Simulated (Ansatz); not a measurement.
The reference is GaAs in the zinc blende structure (space group F-43m, No. 216; a = 5.659 Å). Axes: x, y, z lie along the cube axes.

The values are results of PBEsol (Ansatz, a program for electronic structure; PAW; 420 eV plane waves; spin-orbit coupling left out), not measurements.

Before the change:

The valence-band top at Γ comes out as 0.00, 0.00, 0.00 eV and the band gap comes out as 0.42 eV.

Modification: compressive biaxial strain of 1.50 % in the plane normal to [001], as in epitaxy on a mismatched substrate; the out-of-plane cell vector and the atoms relax.

Problem. What happens to the valence-band top at Γ?

Solution. The valence-band top at Γ (three highest levels, from the VBM) changes from 0.00, 0.00, 0.00 eV to 0.00, 0.00, -0.17 eV.

Problem. What does the calculation give for the band gap after the change?

Solution. The band gap increases by 0.06 eV to 0.48 eV.

Stability against distortions was not tested.
